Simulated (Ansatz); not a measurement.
**Mg (Im-3m, No. 229, 1 atom in the cell; start mp-110; another form than the element's usual one)**

Level of theory: PBEsol (PAW; Ansatz, an electronic-structure program).

Numerical settings: plane-wave cutoff 520 eV, 22×22×22 k mesh, Fermi–Dirac smearing 0.05 eV, scalar-relativistic PAW data made under PBE.

Cell (relaxed at this level):

```cif
data_Mg
_chemical_formula_sum 'Mg1'
_space_group_name_H-M_alt 'P 1'
_space_group_IT_number 1
_cell_length_a 3.08045
_cell_length_b 3.08045
_cell_length_c 3.08045
_cell_angle_alpha 109.471
_cell_angle_beta 109.471
_cell_angle_gamma 109.471
loop_
_space_group_symop_operation_xyz
  'x, y, z'
loop_
_atom_site_label
_atom_site_type_symbol
_atom_site_fract_x
_atom_site_fract_y
_atom_site_fract_z
_atom_site_occupancy
Mg1 Mg 0.00000 0.00000 0.00000 1
```

| Property | Result |
|---|---|
| band gap | zero (no gap) |
| bulk modulus B0 | 36.4 GPa |

Note: the relaxation could not lower the start's symmetry, so the cell can be a saddle point above a distorted one; the bulk modulus is −V dP/dV from two relaxed cells at ±2 % in volume.

Static lattice: no zero-point or thermal effects.

A start named mp-… is a Materials Project structure, which need not be a measured phase.
